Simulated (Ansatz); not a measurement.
# RbInCl3: pressure series

The reference is RbInCl₃ (space group Fm-3m, No. 225; a = 10.8298 Å; a cell from a computed database, its experimental status unchecked).

Cell and atoms are relaxed at each pressure.

All numbers come from PBEsol (Ansatz, an electronic-structure program), without spin-orbit coupling.

```tsv
case	width of the top valence band	volume per atom
base	2.18 eV	31.75 Å³
pressure −2 GPa	1.18 eV	36.65 Å³
pressure −1 GPa	1.77 eV	33.57 Å³
pressure 0.3 GPa	2.30 eV	31.32 Å³
pressure 0.7 GPa	2.43 eV	30.80 Å³
pressure 1.5 GPa	2.68 eV	29.89 Å³
pressure 3 GPa	2.93 eV	28.55 Å³
pressure 5 GPa	3.15 eV	27.18 Å³
pressure 7.5 GPa	–	25.82 Å³
pressure 10 GPa	–	24.78 Å³
```

A case with no gap was solved on a k-mesh chosen for an insulator, which is coarse for it. The levels and masses belong to the bands next to the band gap. Load acts through the strain it causes; cell and atoms are relaxed under it. Stability against distortions was not tested. No other phases were tried under pressure. The final runs are not spin-polarised.
